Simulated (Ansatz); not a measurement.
Ansatz (a first-principles code) run on LaGe2Pd2 (I4mm, 5 atoms in the cell): self-consistent single point.

Method: LDA (PW92), default PAW files made with PBE (plane waves; Ansatz).

```
CELL_PARAMETERS angstrom
     -2.18820     2.18820     5.03688
      2.18820    -2.18820     5.03688
      2.18820     2.18820    -5.03688
ATOMIC_POSITIONS crystal
  La 0.00496 0.00496 0.00000
  Ge 0.62413 0.62413 0.00000
  Ge 0.37587 0.37587 0.00000
  Pd 0.25000 0.75000 0.50000
  Pd 0.75000 0.25000 0.50000
```

Reference input (self-consistent single point, DFT, LDA (PW92), plane waves, default PAW files made with PBE): basis.ecutwfc = 30.9 Ry; kpoints.mp_grid.grid = 9 9 9; hamiltonian.xc = lda; hamiltonian.pseudopotentials = {kind: paw} (the program's default PAW files); scf.occupations.method = fermi_dirac; scf.occupations.width = 0.0073 Ry. This run's input differs from it in these lines:

Ansatz 0.2 input:
```diff
@@ -16,3 +16,3 @@
   mp_grid:
-    grid: [9, 9, 9]
+    grid: [15, 15, 15]
 hamiltonian:
@@ -24,3 +24,3 @@
     method: fermi_dirac
-    width: 0.0073 Ry
+    width: 0.0015 Ry
 output:
```

Output, abridged:

```
SCF iter   1: F=—  HF=-28201.139602 eV  |F-HF|=—  |Δ(HF+E_count)|=         —  Δρ=7.11e-3  dr2=3.75e-2  ethr=1.77e-3  ⟨swp⟩=6.0  Hψ=45666  notcnv=0
all-band conjugate gradients solve this SCF's bands
preconditioner: auto → Kerker (q_TF=auto, 2.616 Å⁻¹)
SCF iter   2: F=—  HF=-28201.131913 eV  |F-HF|=—  |Δ(HF+E_count)|=   7.69e-3  Δρ=2.87e-3  dr2=6.71e-3  ethr=5.00e-5  ⟨swp⟩=2.3  Hψ=27887  notcnv=0  defer=549
   [... lines left out ...]
SCF iter   4: F=—  HF=-28201.130445 eV  |F-HF|=—  |Δ(HF+E_count)|=   5.24e-4  Δρ=2.72e-4  dr2=1.27e-4  ethr=2.69e-6  ⟨swp⟩=2.0  Hψ=18718  notcnv=0  defer=549
SCF iter   5: F=—  HF=-28201.130406 eV  |F-HF|=—  |Δ(HF+E_count)|=   3.93e-5  Δρ=7.54e-5  dr2=5.90e-6  ethr=1.69e-7  ⟨swp⟩=2.0  Hψ=22944  notcnv=0  defer=549
SCF iter   6: F=—  HF=-28201.130403 eV  |F-HF|=—  |Δ(HF+E_count)|=   3.25e-6  Δρ=2.51e-5  dr2=5.52e-7  ethr=7.86e-9  ⟨swp⟩=2.3  Hψ=21057  notcnv=0  defer=549
SCF iter   7: F=-28201.130403 eV  HF=-28201.130403 eV  |F-HF|=2.30e-8  |Δ(HF+E_count)|=   1.09e-7  Δρ=6.26e-6  dr2=4.78e-8  ethr=1.33e-10  ⟨swp⟩=9.1  Hψ=59852  notcnv=0
SCF 1 converged in 7 iterations: F = -28201.130403 eV  dr2 = 4.78e-8
Free energy (F): -28201.130403 eV
Internal energy: -28201.126257 eV  (E = F + TS)
E sigma→0 (E₀):  -28201.128330 eV
Entropy (-TS):   -0.004146 eV (-0.829 meV/atom)
Fermi energy:    14.395650 eV
--- Forces (eV/Å), atoms counted from 1 ---
  atom   1  La     0.00000000     0.00000000    -0.22393220
  atom   2  Ge     0.00000000     0.00000000     0.27603556
  atom   3  Ge    -0.00000000     0.00000000    -0.19963415
  atom   4  Pd    -0.00000000     0.00000000     0.07382532
  atom   5  Pd     0.00000000    -0.00000000     0.07382532
--- Stress (GPa, compression-positive) ---
       -5.348580      -0.000000      -0.000000
       -0.000000      -5.348580       0.000000
       -0.000000      -0.000000      -4.715547
  P = ⅓ Tr σ = -5.1376 GPa (-51.376 kbar)
  The stress holds the Pulay correction. Without it, at fixed plane waves, as pw.x and ABINIT print it: P = -5.1633 GPa
```

The run converged in 7 iterations. Against the reference run the free energy rises by 9.2 meV/atom, the pressure hardly changes (-5.08 to -5.14 GPa) and the largest force goes from 0.293 to 0.276 eV/Å.

The starting cell comes from a database of computed structures (which also holds hypothetical and non-ambient phases and stackings), without a prior relaxation at this level. Its lattice was rescaled by up to half a per cent. One atom was moved a little off its site on purpose. Spin polarisation is off. With a pressure of about -5 GPa the cell is away from its equilibrium volume at this level. Ansatz's pressure includes its estimate of the finite-basis (Pulay) stress.

Cost on one core of a shared machine: roughly 2 min.
